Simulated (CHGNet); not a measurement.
## L1₀ (CuAu-type) FePt

The numbers are results of the machine-learned potential CHGNet-r²SCAN (trained on r²SCAN data), not measurements.

Cell (relaxed at this level):

```cif
data_FePt
_chemical_formula_sum 'Fe1 Pt1'
_space_group_name_H-M_alt 'P4/mmm'
_space_group_IT_number 123
_space_group_name_Hall '-P 4 2'
_cell_length_a 2.77797
_cell_length_b 2.77797
_cell_length_c 3.64220
_cell_angle_alpha 90.000
_cell_angle_beta 90.000
_cell_angle_gamma 90.000
loop_
_atom_site_label
_atom_site_type_symbol
_atom_site_symmetry_multiplicity
_atom_site_Wyckoff_symbol
_atom_site_fract_x
_atom_site_fract_y
_atom_site_fract_z
_atom_site_occupancy
Fe1 Fe 1 a 0.00000 0.00000 0.00000 1
Pt1 Pt 1 d 0.50000 0.50000 0.50000 1
```

```json
{
  "lattice_parameter_a": "2.778 Å",
  "lattice_parameter_c": "3.642 Å"
}
```

Measured, for comparison: lattice constant a 2.727 Å (room temperature, not corrected to a static lattice, P4/mmm two-atom cell, a_fct/√2; as tabulated in Sawada et al. (2023), arXiv:2212.12065); lattice parameter c 3.726 Å (room temperature, not corrected to a static lattice, 0.1 GPa; as tabulated in Sawada et al. (2023), arXiv:2212.12065). Computed (rounded) less measured: lattice constant a +1.9 %, lattice parameter c -2.3 %.

A machine-learned potential is trained on density-functional data: it inherits that level's misses and adds fitting errors of its own.

Note: the model gives imaginary modes for this phase (in the spectrum interpolated from a supercell).
